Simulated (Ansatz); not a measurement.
Ansatz (a quantum-chemistry and plane-wave program) run on Hf3Tc (Fm-3m, 4 atoms in the cell): self-consistent single point

Computed with LDA (PW92), default PAW files made with PBE (plane waves; Ansatz).

Input:

Ansatz 0.2 input:
```yaml
# Hf3Tc
crystal:
  lattice:
    - [0.000000, 3.744811, 3.744811]
    - [3.744811, 0.000000, 3.744811]
    - [3.744811, 3.744811, 0.000000]
  atoms:
    - { symbol: Tc, position: [0.000000, 0.000000, 0.000000] }
    - { symbol: Hf, position: [0.500000, 0.500000, 0.500000] }
    - { symbol: Hf, position: [0.250000, 0.250000, 0.250000] }
    - { symbol: Hf, position: [0.750000, 0.750000, 0.750000] }
basis:
  ecutwfc: 500.0
kpoints:
  mp_grid: { grid: [8, 8, 8] }
hamiltonian:
  xc: lda
  pseudopotentials: { kind: paw }
scf:
  occupations: { method: cold, width: 0.272 }
output:
  forces: true
  eigenvalues: true
  stress: true
```

Output, abridged:

```
WARN ansatz: RAYON_NUM_THREADS=1 ignored (pool sized by the plan → 1); use --threads N
Pseudopotentials: kind: paw
Pseudopotential: Tc, paw, valence charge 15
Pseudopotential: Hf, paw, valence charge 26
Crystal: 4 atoms, lattice volume = 105.032 Å³
Basis set: ecut = 500 eV, 2685 PW (Γ)
Bands: 56, of which v1, the nominal top of the filled ones, is band 47 counted from 1 (46 counted from 0)
Symmetry: 48 space group operations
Space group: Fm-3m (ITA 225), of the structure as read, at distance tolerance 4.7e-5 Å
k-points: 29 of 512
PAW frozen core: Tc, regenerated for the run's functional, and the local potential with it
PAW frozen core: Hf, regenerated for the run's functional, and the local potential with it
Initial density: superposition of atomic densities (chi_scale 0.1, normalization cell, long waves kept (reshape's long-wave potential 0.00 eV rms))
Initial wavefunctions: pseudopotential atomic-orbital guess
Eigensolver: davidson
Functional: x = slater, c = lda
SCF iter   1: F=—  HF=-51709.865832 eV  |F-HF|=—  |Δ(HF+E_count)|=         —  Δρ=9.32e-2  dr2=2.04e1  ethr=3.10e-3  ⟨swp⟩=3.3  Hψ=4500  notcnv=0
all-band conjugate gradients solve this SCF's bands
preconditioner: auto → Kerker (q_TF=auto, 2.674 Å⁻¹)
SCF iter   2: F=—  HF=-51708.538824 eV  |F-HF|=—  |Δ(HF+E_count)|=    1.33e0  S|Δr|=    0.00e0  Δρ=4.25e-2  dr2=3.26e0  ethr=3.10e-3  ⟨swp⟩=2.0  Hψ=2222  notcnv=0  defer=22
SCF iter   3: F=—  HF=-51708.168346 eV  |F-HF|=—  |Δ(HF+E_count)|=   3.70e-1  S|Δr|=    0.00e0  Δρ=7.33e-3  dr2=8.30e-2  ethr=3.10e-3  ⟨swp⟩=2.0  Hψ=1922  notcnv=0  defer=22
SCF iter   4: F=—  HF=-51708.158716 eV  |F-HF|=—  |Δ(HF+E_count)|=   9.63e-3  S|Δr|=    0.00e0  Δρ=3.17e-3  dr2=9.08e-3  ethr=8.92e-5  ⟨swp⟩=2.0  Hψ=3305  notcnv=0  defer=53
SCF iter   5: F=—  HF=-51708.147721 eV  |F-HF|=—  |Δ(HF+E_count)|=   1.10e-2  S|Δr|=    0.00e0  Δρ=1.03e-3  dr2=1.47e-3  ethr=9.76e-6  ⟨swp⟩=2.8  Hψ=3049  notcnv=0  defer=53
SCF iter   6: F=—  HF=-51708.147089 eV  |F-HF|=—  |Δ(HF+E_count)|=   6.32e-4  S|Δr|=    0.00e0  Δρ=4.83e-4  dr2=2.07e-4  ethr=1.58e-6  ⟨swp⟩=2.0  Hψ=2871  notcnv=0  defer=53
SCF iter   7: F=—  HF=-51708.147077 eV  |F-HF|=—  |Δ(HF+E_count)|=   1.18e-5  S|Δr|=    0.00e0  Δρ=1.03e-4  dr2=1.83e-5  ethr=2.23e-7  ⟨swp⟩=2.0  Hψ=2451  notcnv=0  defer=53
SCF iter   8: F=—  HF=-51708.147067 eV  |F-HF|=—  |Δ(HF+E_count)|=   9.49e-6  S|Δr|=    0.00e0  Δρ=5.28e-5  dr2=3.73e-6  ethr=1.96e-8  ⟨swp⟩=2.0  Hψ=2899  notcnv=0  defer=53
SCF iter   9: F=—  HF=-51708.147066 eV  |F-HF|=—  |Δ(HF+E_count)|=   1.19e-6  S|Δr|=    0.00e0  Δρ=3.16e-5  dr2=1.29e-6  ethr=4.01e-9  ⟨swp⟩=2.0  Hψ=2895  notcnv=0  defer=53
SCF iter  10: F=—  HF=-51708.147066 eV  |F-HF|=—  |Δ(HF+E_count)|=   7.33e-8  S|Δr|=    0.00e0  Δρ=1.35e-5  dr2=3.78e-7  ethr=1.38e-9  ⟨swp⟩=2.0  Hψ=2844  notcnv=0  defer=53
SCF iter  11: F=-51708.147066 eV  HF=-51708.147066 eV  |F-HF|=4.34e-8  |Δ(HF+E_count)|=   3.49e-8  S|Δr|=    0.00e0  Δρ=4.23e-6  dr2=3.72e-8  ethr=1.08e-10  ⟨swp⟩=8.2  Hψ=6386  notcnv=0
SCF 1 converged in 11 iterations: F = -51708.147066 eV  dr2 = 3.72e-8
SCF converged after 11 iterations
Stability not checked (fill_not_monotonic)
Free energy (F): -51708.147066 eV
Harris-Foulkes:  -51708.147066 eV  (|F-HF|=4.34e-8)
Internal energy: -51708.115517 eV  (E = F + TS)
E sigma→0 (E₀):  -51708.136550 eV
Entropy (-TS):   -0.031548 eV (-7.887 meV/atom)
Fermi energy:    14.565418 eV
--- Per-component energies (eV) ---
  E_band       = -485.275785
  E_kinetic    = 1863.444486
  E_local      = -18783.145647  (includes V_loc(G=0)·N_el)
  E_nonlocal   = -3409.078957
  E_hartree    = 8392.897849
  E_xc         = -1114.557251
  E_vxc        = -1073.192836  (∫ρ·V_xc dr)
  E_paw        = -23214.998510  (= ΣΔE_a)
  E_vpaw       = 4130.913119  (= ΣTr[D̂ρ^β])
  E_aug_tail   = 0.000002  (compensation charges beyond the density's cutoff)
  E_ewald      = -15450.560937
  E_core_change = 7.883449  (= ΣΔE_core)
  E_smearing   = -0.031548  (= −TS)
  E_closure    = -0.000000  (closes the sum)
  Σ components = -51708.147066   (vs F -51708.147066, Δ=0.00e0)
--- Forces (eV/Å), atoms counted from 1 ---
  atom   1  Tc    -0.00000000     0.00000000     0.00000000
   [... zero for the other atoms too ...]
  max |Σ_I F_I| component: 1.33e-17 eV/Å
--- Stress (GPa, compression-positive) ---
      -28.432399       0.000000       0.000000
        0.000000     -28.432399      -0.000000
       -0.000000      -0.000000     -28.432399
  P = ⅓ Tr σ = -28.4324 GPa (-284.324 kbar)
  The stress holds the Pulay correction. Without it, at fixed plane waves, as pw.x and ABINIT print it: P = -28.4507 GPa
--- Band table (eV; the first three rows and the last of 29) ---
  k-point 0: bands = ["-51.6261", "-47.7681", "-47.7258", "-47.7201", "-23.6673", "-23.6673", "-23.6673", "-16.4342", "-16.4342", "-16.4342", "-16.3230", "-16.3230", "-16.3230", "-16.1781", "-16.1781", "-16.1781", "2.1783", "2.1944", "2.1944", [...]
  k-point 1: bands = ["-51.6261", "-47.7671", "-47.7260", "-47.7208", "-23.6673", "-23.6673", "-23.6673", "-16.4401", "-16.4401", "-16.4400", "-16.3172", "-16.3172", "-16.3071", "-16.1888", "-16.1778", "-16.1778", "2.1790", "2.1945", "2.1950", [...]
  k-point 2: bands = ["-51.6261", "-47.7646", "-47.7266", "-47.7228", "-23.6674", "-23.6674", "-23.6673", "-16.4526", "-16.4526", "-16.4441", "-16.3055", "-16.3055", "-16.2823", "-16.2108", "-16.1769", "-16.1769", "2.1807", "2.1948", "2.1965", [...]
  k-point 28: bands = ["-51.6260", "-47.7572", "-47.7284", "-47.7284", "-23.6677", "-23.6674", "-23.6674", "-16.5065", "-16.4424", "-16.4424", "-16.3312", "-16.2554", "-16.2551", "-16.2005", "-16.2005", "-16.1743", "2.1867", "2.1965", "2.1990", [...]
```

The run converged in 11 iterations.

The starting cell was generated: these elements placed on a structure prototype, without a prior relaxation; it need not be a known phase or ordering of this composition. Spin-orbit coupling is off. Spin polarisation is off. With a pressure of about -28 GPa the cell is away from its equilibrium volume at this level. Ansatz's pressure includes its estimate of the finite-basis (Pulay) stress.
